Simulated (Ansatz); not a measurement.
Take HfS₂ in the CdI2 type structure (space group P-3m1, No. 164; a = 3.606 Å, c = 5.768 Å; layered, stacked along the Cartesian z axis) as the base.

All numbers come from PBE-D3(BJ) (Ansatz, a first-principles code, PAW, without spin-orbit coupling).

Before the change:

| Quantity | Value |
|---|---|
| Pressure | 0.00 GPa |

One thing is altered: the cell is scaled by 1.0294 in all directions; the atoms relax in the strained cell.

Problem. What does the calculation give for the largest internal atomic displacement, energy relative to the base and pressure after the change?

Solution. The largest internal atomic displacement amounts to 0.086 Å; the energy rises by 22 meV/atom; the pressure (mean of the normal stresses, compression positive) goes from zero to -3.33 GPa.

Whether these cells are dynamically stable was not tested.
